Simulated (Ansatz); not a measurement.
An Ansatz (an electronic-structure program) input (r2SCAN (Ansatz, PAW, spin-orbit coupling left out), earlier PAW set):

Ansatz 0.2 input:
```yaml
crystal:
  lattice:
    - [4.3826879897, 0, 0]
    - [0, 4.3270278522, 0]
    - [0, 0, 4.3826879897]
  atoms:
    - { symbol: Co, position: [0.1456186717, 0.1456186717, 0.1456186717] }
    - { symbol: Co, position: [0.6456186717, 0.3543813283, 0.8543813283] }
    - { symbol: Co, position: [0.8543813283, 0.6456186717, 0.3543813283] }
    - { symbol: Co, position: [0.3543813283, 0.8543813283, 0.6456186717] }
    - { symbol: Si, position: [0.8436585003, 0.8436585003, 0.8436585003] }
    - { symbol: Si, position: [0.3436585003, 0.6563414997, 0.1563414997] }
    - { symbol: Si, position: [0.1563414997, 0.3436585003, 0.6563414997] }
    - { symbol: Si, position: [0.6563414997, 0.1563414997, 0.3436585003] }
basis: { ecutwfc: 500, ecutrho_ratio: 4, xc_grid: 4, fft_grid_basis: typed }
kpoints: { mp_grid: { grid: [11, 11, 11] } }
hamiltonian:
  xc: r2scan
  dispersion: none
  pseudopotentials: { azcp: { folder: ./paw }, kind: paw }
scf: { occupations: { method: fermi_dirac, width: 0.05 }, convergence: { dr2_threshold: 0.0000000008 } }
relax: { f_tol: 0.005, max_steps: 50 }
output: { forces: true, stress: true }
checkpoint: { write: state.ck, write_every: 1000 }
```

Problem. Which symmetry and how many k-points will the program report, and about how many plane waves at Γ?

Solution. Space group P212121 (ITA 19) with 4 operations, k-points 216 of 1331, and 2103 plane waves at Γ.

Problem. And the final pressure?

Solution. 3.29 GPa (compression positive).

The cells carry an imposed strain or load. No phonon test of stability was made. All final runs are without spin polarisation. The cell was made from CoSi (space group P2_13, No. 198; non-magnetic) by this change: uniaxial strain ε_yy = −1.27 %.
